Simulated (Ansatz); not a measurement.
TiAl: element substitutions

Consider TiAl (space group P4/mmm, No. 123; a = 2.797 Å, c = 4.032 Å).

Each row replaces one element on all its sites; cell and atoms are relaxed.

Levels (all Ansatz, a program for electronic structure, PAW): PBEsol (420 eV, spin-orbit coupling left out); r2SCAN (500 eV, spin-orbit coupling left out).

Pressures by level, all at the geometries relaxed with PBEsol:

```tsv
case	PBEsol	r2SCAN
base	0.0 GPa	2.2 GPa
Al → Si	0.0 GPa	2.6 GPa
Al → Hf	0.0 GPa	4.4 GPa
```

Single points use the geometry relaxed with PBEsol. Their cutoffs differ, which shifts pressures a little. Stability against distortions was not tested. As relaxed here, TiSi and HfTi are hypothetical phases, not in the database extracts checked. The final runs are not spin-polarised. HfTi has a high density of states at the Fermi level and may be magnetic at this level.
